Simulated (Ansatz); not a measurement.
The structure below was relaxed with Ansatz (an electronic-structure program), PBEsol, PAW, cutoff 420 eV, no spin-orbit coupling, at pressure 18 GPa.

```xyz
2
Lattice="0.0000 2.6762 2.6762 2.6762 0.0000 2.6762 2.6762 2.6762 0.0000" Properties=species:S:1:pos:R:3 pbc="T T T"
Ge     2.6762     2.6762     2.6762
Ge     4.0143     4.0143     4.0143
```

Question: Find the space group and the Wyckoff positions.

Answer: Space group Fd-3m, origin choice 1 (No. 227); a = b = c = 5.3524 Å, α = β = γ = 90.00°

```json
[
 {"atom": "Ge", "site": "8a", "symmetry": "-43m", "x": "0.0000", "y": "0.0000", "z": "0.0000"}
]
```

Load acts through the strain it causes; cell and atoms are relaxed under it. Whether these cells are dynamically stable was not tested. Measured, Ge leaves this structure (for the β-tin structure) near 10.6 GPa (room temperature; as listed in arXiv:1906.07825). The cell was made from Ge in the diamond structure (space group Fd-3m, No. 227) by this change: pressure 18 GPa.
